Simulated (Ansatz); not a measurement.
## GaP with two functionals

Take GaP in the zinc blende structure (space group F-43m, No. 216; a = 5.5064 Å) as the base.

(Cell as relaxed with PBE.)

Levels (all Ansatz, an electronic-structure program, PAW, earlier PAW set): PBE (420 eV, spin-orbit coupling left out); PBEsol (420 eV, without spin-orbit coupling).

Each level relaxes its own structure.

| quantity | PBE | PBEsol |
|---|---|---|
| volume per atom | 20.87 Å³ | 20.11 Å³ |
| lattice parameter a | 5.506 Å | 5.439 Å |
| band gap | 1.58 eV | 1.45 eV |
| gap character | direct at Γ | indirect, Γ → Γ–X (87 % along) |
| electron mass | 0.10 mₑ | 1.1 mₑ along k, 0.23 mₑ across |
| hole mass (degenerate bands, along [100]) | 0.098, 0.40, 0.40 mₑ | 0.11, 0.37, 0.37 mₑ |

PBE's volume per atom lies 0.76 Å³ above PBEsol's (3.8 %); PBE's lattice parameter a lies 0.067 Å above PBEsol's (1.2 %); PBE's band gap lies 0.124 eV above PBEsol's; they disagree on the gap character. Neither level is exact; PBEsol is the comparison here, not a measurement.

Masses are band curvatures over ±0.01 Å⁻¹ around the edge. Along k means along the line from Γ to the band edge. Whether these cells are dynamically stable was not tested.
